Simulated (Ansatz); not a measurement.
**How far to go with the plane-wave cutoff: LaS (Cm, 8 atoms in the cell)**

```yaml
crystal:
  lattice:
    - [2.89773, -2.90054, 0.00000]
    - [2.89773, 2.90054, 0.00000]
    - [0.00000, 0.00000, 18.10570]
  atoms:
    - { symbol: La, position: [0.82443, 0.17557, 0.18134] }
    - { symbol: La, position: [0.17557, 0.82443, 0.82142] }
    - { symbol: La, position: [0.67557, 0.32443, 0.67858] }
    - { symbol: La, position: [0.32443, 0.67557, 0.32142] }
    - { symbol: S, position: [0.32452, 0.67548, 0.15889] }
    - { symbol: S, position: [0.67548, 0.32452, 0.84111] }
    - { symbol: S, position: [0.17548, 0.82452, 0.65889] }
    - { symbol: S, position: [0.82452, 0.17548, 0.34111] }
```

Computed with PBEsol, PAW files made with PBE (plane waves; Ansatz, a program for electronic structure).

Base settings: basis.ecutwfc = 420 eV; kpoints.mp_grid.grid = 4 4 1; hamiltonian.xc = pbesol; hamiltonian.pseudopotentials = {kind: paw} (the program's default PAW files); scf.occupations.method = fermi_dirac; scf.occupations.width = 0.1 eV.

The second cell is the first with its lattice scaled by 0.98.

The mesh stays at the base's, so the ladder's end is converged at best in this setting alone.

The first pressure column holds Ansatz's estimate of the finite-basis (Pulay) stress, which hides part of the cutoff error; the other is without it.

Only quantities that move along the ladder and can be compared are tabulated.

The count of work is k-points × plane waves × bands × iterations; it is no time. 

The starting cell comes from a database of computed structures (which also holds hypothetical and non-ambient phases and stackings), without a prior relaxation at this level. Its lattice was rescaled by up to half a per cent. One atom was moved a little off its site on purpose. Without a gap this mesh is coarse (it stands for a supercell whose shortest vector is 16 Å).

```tsv
basis.ecutwfc	free energy less the last step's (meV/atom)	energy of the compressed cell less the first (meV/atom)	pressure (GPa)	pressure without the Pulay estimate (GPa)	largest difference of a force vector from the last step's (eV/Å)	count of work / last
145 eV	2460.03	3.99	0.23	-15.06	0.488	0.052
170 eV	1568.49	31.94	0.94	-13.95	0.489	0.077
190 eV	1014.23	22.86	0.21	-12.79	0.383	0.092
210 eV	611.06	7.38	-1.30	-10.67	0.241	0.10
230 eV	347.15	0.42	-1.74	-8.34	0.114	0.12
250 eV	187.15	-4.81	-2.10	-6.32	0.051	0.14
295 eV	38.92	-11.59	-2.33	-3.55	0.011	0.16
335 eV	7.53	-12.17	-2.35	-2.66	0.004	0.19
380 eV	1.24	-12.54	-2.38	-2.42	0.001	0.26
420 eV	0.52	-12.60	-2.38	-2.39	0.000	0.27
460 eV	0.31	-12.62	-2.38	-2.39	0.000	0.31
505 eV	0.17	-12.62	-2.38	-2.38	0.000	0.36
565 eV	0.09	-12.63	-2.38	-2.38	0.000	0.46
630 eV	0.06	-12.63	-2.38	-2.38	0.000	0.49
735 eV	0.03	-12.63	-2.38	-2.38	0.000	0.62
840 eV	0.02	-12.63	-2.38	-2.38	0.000	0.76
1010 eV	0.00	-12.63	-2.38	-2.38	0.000	1.0
```

Coarsest basis.ecutwfc that holds the free energy within 5 meV/atom of the last step, with all finer ones: 380 eV, at 0.26 of the last step's count of work; the step before is off by 7.5 meV/atom.

Coarsest basis.ecutwfc that holds the pressure within 1 GPa of the last step, with all finer ones: 230 eV, at 0.12 of the last step's count of work; the step before is off by 1.1 GPa.

Coarsest basis.ecutwfc that holds the pressure without the Pulay estimate within 0.5 GPa of the last step, with all finer ones: 335 eV, at 0.19 of the last step's count of work; the step before is off by 1.2 GPa.

The energy difference between the two cells stays within 1 meV/atom of the last step's from 335 eV on, the total only from 420 eV on: much of the error is common to both cells and cancels.

At the lowest cutoff the pressure without the Pulay estimate lies 12.7 GPa under the last step's, the usual sign of Pulay stress in an incomplete plane-wave basis.

Keys are those of Ansatz 0.2.
